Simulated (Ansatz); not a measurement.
Take ZnS in the zinc blende structure (space group F-43m, No. 216; a = 5.2968 Å) as the base. Axes: x, y, z lie along the cube axes.

Method: LDA in Ansatz (plane waves to 420 eV, PAW, no spin-orbit coupling).

Base values:

- Valence-band top at Γ: 0.00, 0.00, 0.00 eV
- Band gap: 2.13 eV
- Electron mass: 0.17 mₑ (at Γ)

It is then changed as follows: tensile biaxial strain of 0.83 % in the plane normal to [111], as in epitaxy on a mismatched substrate; the out-of-plane cell vector and the atoms relax.

Q: How does this affect the valence-band top at Γ, band gap and electron mass?

A: The valence-band top at Γ (three highest levels, from the VBM) changes from 0.00, 0.00, 0.00 eV to 0.00, -0.07, -0.07 eV; the band gap drops by 0.103 eV to 2.02 eV; the electron mass becomes 0.17 mₑ out of plane, 0.16 mₑ in plane (at Γ) (base: 0.17 mₑ (at Γ)).

Effective masses come from finite differences of ±0.01 Å⁻¹. Stability against distortions was not tested.

Ansatz is a first-principles code.
